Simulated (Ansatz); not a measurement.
The starting structures come from a database of crystals and need not be the phases stable at ambient conditions.

 Where the default PAW files enter, the runs use the earlier of Ansatz's two default sets.

Tunnelling through a barrier is set by its complex band structure: the current falls as exp(−2κd) with the smallest κ.

Given:

```xyz
12
Lattice="4.5454 0.0000 0.0000 0.0000 4.9092 0.0000 0.0000 0.0000 5.5196" Properties=species:S:1:pos:R:3 pbc="T T T"
Ti     2.2727     3.6819     3.7146
Ti     2.2727     1.2273     1.8050
Ti     0.0000     1.2273     4.5648
Ti     0.0000     3.6819     0.9548
O      1.2338     0.3994     3.4127
O      3.3115     4.5098     2.1069
O      1.0388     2.8540     4.8668
O      3.5065     2.0552     0.6529
O      3.5065     4.5098     4.8668
O      1.0388     0.3994     0.6529
O      3.3115     2.0552     3.4127
O      1.2338     2.8540     2.1069
```

Space group of this cell: Pbcn. The cell is taken as given; by PBEsol its mean pressure is -3.1 GPa.

Transport runs along the normal of the first two printed cell vectors.

No gap correction and no spin-orbit coupling; mid-gap values are interpolated between computed energies.

### Question
Compute, with PBEsol in Ansatz (an electronic-structure program), the band gap and the smallest decay constant κ at mid-gap.

### Answer
Gap 2.58 eV on a 8×6×6 mesh; κ = 0.350 1/Å, at the zone centre.
